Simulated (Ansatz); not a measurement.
System: LiF (model structure, started from the CsCl type, Pm-3m, No. 221, 2 atoms in the cell). Method: r²SCAN (Ansatz, a program for electronic structure, PAW).

Numerical settings: plane-wave cutoff 560 eV, 14×14×14 k mesh, Fermi–Dirac smearing 0.01 eV, scalar-relativistic PAW data made under PBE.

Cell (relaxed at this level):

Space group Pm-3m (No. 221); a = 2.5164 Å, b = 2.5164 Å, c = 2.5164 Å, α = 90.00°, β = 90.00°, γ = 90.00°

| atom | site | symmetry | x | y | z |
|---|---|---|---|---|---|
| Li | 1a | m-3m | 0.0000 | 0.0000 | 0.0000 |
| F | 1b | m-3m | 0.5000 | 0.5000 | 0.5000 |

Question: Estimate the band gap and bulk modulus B0 that the calculation returns.

Answer: 
* **band gap**: 8.91 eV (on the SCF k mesh)
* **bulk modulus B0**: 77.2 GPa

Note: the bulk modulus is −V dP/dV from two relaxed cells at ±2 % in volume; the relaxation could raise the start's symmetry but not lower it, so the cell can be a saddle point.

Static lattice: no zero-point or thermal effects.

A model structure was made by putting elements into a prototype or built by hand; it is no filed structure, need not be a known phase, and can be a saddle point held by its symmetry.
